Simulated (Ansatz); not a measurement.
Consider BN (space group P6_3/mmc, No. 194; layered, stacked along the Cartesian z axis).

```yaml
crystal:
  lattice:
    - [2.50644, 0.00000, 0.00000]
    - [-1.25322, 2.17064, 0.00000]
    - [0.00000, 0.00000, 6.61468]
  atoms:
    - { symbol: B, position: [0.66667, 0.33333, 0.75000] }
    - { symbol: B, position: [0.33333, 0.66667, 0.25000] }
    - { symbol: N, position: [0.33333, 0.66667, 0.75000] }
    - { symbol: N, position: [0.66667, 0.33333, 0.25000] }
```

Cartesian axes are those of the cell as printed.

Computed with Ansatz (an electronic-structure program), PBE-D3(BJ), PAW, cutoff 420 eV, scalar-relativistic without spin-orbit coupling.

The change: every lattice vector is stretched by 2.40 %, atoms relaxed at fixed cell.

Predict the stress tensor and what it implies for the stiffness.

Stress of the strained cell less that of the base (GPa, compression positive):
```
 -22.47    0.00    0.00
   0.00  -22.47    0.00
   0.00    0.00   -0.48
```

Then B = −ΔP/(ΔV/V₀) with ΔV/V₀ = 0.0737 gives secant stiffness values (nonlinear terms included at this strain): B (at held cell shape, above the free-shape value) ≈ 205 GPa.

As a check, the harmonic strain energy −½ V₀ Δσ:ε is 31 meV/atom; the computed energy rise is 33 meV/atom.

Stability against distortions was not tested.
